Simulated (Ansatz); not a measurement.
System: CsCl-type CuZn. Method: B3LYP (VWN-RPA form) (PAW; Ansatz, a quantum-chemistry and plane-wave program).

Settings: plane-wave cutoff 460 eV, 10×10×10 k mesh, Fermi–Dirac smearing 0.05 eV, no spin polarisation, scalar-relativistic PAW data made under PBE.

Pressure at four volumes; x = ln(V/13.626 Å³). One pressure is withheld.

```json
[
 {"V (Å³/atom)": "12.945", "x": "-0.0513", "P (GPa)": "5.65"},
 {"V (Å³/atom)": "13.626", "x": "0.0000", "P (GPa)": "0.03"},
 {"V (Å³/atom)": "13.967", "x": "0.0247", "P (GPa)": "-2.19"},
 {"V (Å³/atom)": "14.308", "x": "0.0488", "P (GPa)": "?"}
]
```

Task: Pass a parabola P(x) through the three rows shown, estimate the bulk modulus and its pressure derivative near zero pressure, and predict the withheld pressure.

Result: Slopes between the rows: (0.03 − (5.65))/(0.0000 − (-0.0513)) = -109.55 and (-2.19 − (0.03))/(0.0247 − (0.0000)) = -89.88 GPa. Their difference over the span 0.0760 is c = 19.67/0.0760 = 258.8 GPa, so P(x) = 5.65 + (-109.55)(x − (-0.0513)) + 258.8 (x − (-0.0513))(x − (0.0000)). At the middle row B = −dP/dx = −[-109.55 + 258.8 × 0.0513] = 96.3 GPa, and B′ = dB/dP = 2c/B = 5.4. At x = 0.0488 the parabola gives -4.05 GPa; the run gives -4.10 GPa. The Birch–Murnaghan fit to the energies at all volumes has B0 = 95.8 GPa and B′ = 5.1.

Measured, for comparison: bulk modulus 116 GPa (temperature not stated, no zero-point or thermal correction; as tabulated in Nepal et al. (2020), arXiv:2007.11150). Computed (rounded) less measured: bulk modulus -17 %.

Note: the run has no spin polarisation, so it can have missed a magnetic state.
